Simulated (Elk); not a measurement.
Worked example: self-consistent single point of VPt (P1, 2 atoms in the cell) in Elk.

Level of theory: Elk 10.2.4 with PBEsol, all-electron FP-LAPW, Elk's shipped species files, APW+lo basis with extra local orbitals.

```yaml
crystal:
  lattice:
    - [2.68627, 0.00000, 0.00000]
    - [0.00000, 2.68627, 0.00000]
    - [0.00000, 0.00000, 3.89258]
  atoms:
    - { symbol: V, position: [0.47178, 0.46256, 0.50836] }
    - { symbol: Pt, position: [0.02822, 0.03744, 0.99164] }
```

Reference input (self-consistent single point, DFT, LDA (PW92), all-electron FP-LAPW, Elk's shipped species files, APW+lo basis with extra local orbitals): xctype = 3; rgkmax = 8; stype = 0; swidth = 0.00499791 Ha; ngridk = 8 8 6; gmaxvr = 14 1/bohr; nxlo = 2; lorbcnd = true; rmtscf = 0.85; lmaxi = 3. This run's input differs from it in these lines:

```diff
@@ -4,3 +4,3 @@
 xctype
-  3
+  22
```

Output (repeated stretches shortened):

```
│ Self-consistent loop started │
│ Loop number : 1 │
 total energy                :     -19350.6492593
│ Loop number : 2 │
 total energy                :     -19354.4480425
RMS change in Kohn-Sham potential (target) :   0.5043356535     (  0.1000000000E-05)
Absolute change in total energy (target)   :    3.798783225     (  0.1000000000E-03)
│ Loop number : 3 │
 total energy                :     -19357.6979012
RMS change in Kohn-Sham potential (target) :   0.4929392815     (  0.1000000000E-05)
Absolute change in total energy (target)   :    4.199554515     (  0.1000000000E-03)
│ Loop number : 4 │
   [... lines left out ...]
Absolute change in total energy (target)   :   0.1999976001E-02 (  0.1000000000E-03)
│ Loop number : 16 │
 total energy                :     -19390.0320153
RMS change in Kohn-Sham potential (target) :   0.5214413164E-06 (  0.1000000000E-05)
Absolute change in total energy (target)   :   0.2625602501E-03 (  0.1000000000E-03)
│ Loop number : 17 │
 total energy                :     -19390.0320093
RMS change in Kohn-Sham potential (target) :   0.1622668090E-06 (  0.1000000000E-05)
Absolute change in total energy (target)   :   0.7160239329E-04 (  0.1000000000E-03)
Convergence targets achieved

│ Loop number : 18 │

Energies :
 Fermi                       :     0.475162619975
 total energy                :     -19390.0320077

Density of states at Fermi energy :    17.81288458
 (states/Hartree/unit cell)

Estimated indirect band gap :   0.7736699332E-03
 from k-point      2 to k-point    197
Estimated direct band gap   :   0.5807512142E-02
 at k-point     51

Charges :
 core                        :    58.00000000
 valence                     :    43.00000000
 interstitial                :    4.064378009
 muffin-tins (core leakage)
  species :    1 (V)
   atom    1                 :    20.74618430     (  0.8084617420E-08)
  species :    2 (Pt)
   atom    1                 :    76.18943769     (  0.1392629113E-02)
 total in muffin-tins        :    96.93562199
 total calculated charge     :    101.0014944
 total charge                :    101.0000000
 error                       :   0.1494433271E-02

│ Self-consistent loop stopped │
```

The run converged in 18 iterations. The count includes the last loop, which Elk runs after its targets are met. 

The starting cell comes from a database of computed structures (which also holds hypothetical and non-ambient phases and stackings), without a prior relaxation at this level. Its atoms were displaced at random from the sites of space group no. 123. Spin-orbit coupling is off. Spin polarisation is off. Values depend on the basis (sphere radii, cutoffs, local orbitals), which need not be converged. The log's line on a gap gives a spacing of levels on this mesh, which the program prints for metals too.

Cost on one core of a shared machine: roughly 6 min.
